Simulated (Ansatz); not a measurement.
The reference is BP in the zinc blende structure (space group F-43m, No. 216; a = 4.537 Å). Axes: x, y, z lie along the cube axes.

Method: plane-wave PAW DFT at the r2SCAN level (Ansatz, a first-principles code, 500 eV), no SOC.

One thing is altered: uniaxial strain ε_xx = −0.44 %, all other strain components held at zero; the atoms relax in the strained cell.

Q: Predict the stress tensor and what it implies for the stiffness.

A: Stress of the strained cell less that of the base (GPa, compression positive):
```
   1.60    0.00    0.00
   0.00    0.33    0.00
   0.00    0.00    0.33
```

Then −Δσ_ii/ε with ε = -0.0044 gives relaxed-ion elastic constants: C11 ≈ 363 GPa, C12 ≈ 75 GPa and C13 ≈ 75 GPa.

Whether these cells are dynamically stable was not tested.
